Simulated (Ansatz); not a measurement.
We consider cubic perovskite KMgF3, described by PBE (plane waves, PAW; Ansatz, a quantum-chemistry and plane-wave program).

Settings: plane-wave cutoff 520 eV, 8×8×8 k mesh, Fermi–Dirac smearing 0.01 eV, scalar-relativistic PAW data made under PBE.

Energies at three volumes about the minimum:

| V (Å³/atom) | E − E_lowest (meV/atom) |
|---|---|
| 13.063 | 1.14 |
| 13.330 | 0.00 |
| 13.597 | 1.06 |

Q: Fit a parabola by hand: where is the minimum, what lattice constant follows, and what is the bulk modulus?

A: Slopes: (0.00 − 1.14)/(13.330 − 13.063) = -4.270 and (1.06 − 0.00)/(13.597 − 13.330) = 3.970 meV/Å³. Curvature E″ = 2 × (3.970 − (-4.270))/(13.597 − 13.063) = 30.861 meV/Å⁶. From the middle of the first interval, the slope vanishes at V0 = 13.1965 − (-4.270)/30.861 = 13.335 Å³/atom. B = V0 E″ = 13.335 × 30.861 meV/Å³ × 0.1602 GPa per meV/Å³ = 65.9 GPa. With 5 atoms in the cube, a = (5 × 13.335)^(1/3) = 4.055 Å. The full Birch–Murnaghan fit to all volumes gives V0 = 13.330 Å³/atom and B0 = 66.1 GPa.

Measured, for comparison: bulk modulus 75.1 GPa (room temperature, not corrected to a static lattice, sources range from 71.2 to 75.1; as tabulated in Vaitheeswaran et al. (2007), arXiv:cond-mat/0703621); lattice constant a 3.990 Å (room temperature, not corrected to a static lattice; as tabulated in Vaitheeswaran et al. (2007), arXiv:cond-mat/0703621). Computed less measured: bulk modulus -12 % (-7 % to -12 % over the range).

Note: the relaxation could not lower the start's symmetry, so the cell can be a saddle point above a distorted one.
